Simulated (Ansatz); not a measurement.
## A computed series for SiC: response to strain

The reference is SiC in the zinc blende structure (space group F-43m, No. 216; a = 4.3563 Å). Axes: x, y, z lie along the cube axes.

Strains are applied to the cell and any free atomic positions relax; under biaxial strain the out-of-plane vector relaxes too.

The values are results of plane-wave PAW DFT at the r2SCAN level (Ansatz, an electronic-structure program, 500 eV), spin-orbit coupling left out, not measurements.

Notes on the quantities. pressure: mean of the normal stresses, compression positive.

| change | pressure | ratio −ε⊥/ε∥ |
|---|---|---|
| base | 0.00 GPa | – |
| biaxial strain −3.00 %, plane normal [001], relaxed out of plane | 10.24 GPa | 0.63 |
| biaxial strain −2.50 %, plane normal [001], relaxed out of plane | 8.38 GPa | 0.63 |
| biaxial strain −2.00 %, plane normal [001], relaxed out of plane | 6.59 GPa | 0.63 |
| biaxial strain −1.50 %, plane normal [001], relaxed out of plane | 4.86 GPa | 0.64 |
| biaxial strain −1.00 %, plane normal [001], relaxed out of plane | 3.18 GPa | 0.64 |
| biaxial strain −0.50 %, plane normal [001], relaxed out of plane | 1.57 GPa | – |

Whether these cells are dynamically stable was not tested.
